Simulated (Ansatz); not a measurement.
The reference is Mg₂NbN₃ (space group C2/c, No. 15; a = 9.450 Å, b = 6.146 Å, c = 5.685 Å, α = 90.00°, β = 117.62°, γ = 90.00°; a cell from a computed database, its experimental status unchecked).

Level of theory: PBEsol, PAW, 420 eV (Ansatz, an electronic-structure program; no spin-orbit coupling).

Base values:

| Item | Result |
|---|---|
| Valence-band top at Γ | 0.00, -0.44, -0.64 eV |
| Shortest interatomic distance | 3.619 bohr |
| Gap character | indirect, Γ → Γ–M₂ (67 % along) |
| Band gap | 1.33 eV |

The change: hydrostatic tension (pressure −1 GPa).

Problem. How does this affect the valence-band top at Γ?

Solution. The valence-band top at Γ (three highest levels, from the VBM) goes from 0.00, -0.44, -0.64 eV to 0.00, -0.43, -0.64 eV.

Problem. What happens to the shortest interatomic distance?

Solution. The shortest interatomic distance increases by 0.004 bohr (3.619 bohr → 3.623 bohr).

Problem. Estimate the effect on the gap character.

Solution. The gap character stays indirect, Γ → Γ–M₂ (67 % along).

Problem. What happens to the band gap?

Solution. The band gap hardly moves (1.33 eV against 1.34 eV).

Load acts through the strain it causes; cell and atoms are relaxed under it. Whether these cells are dynamically stable was not tested.
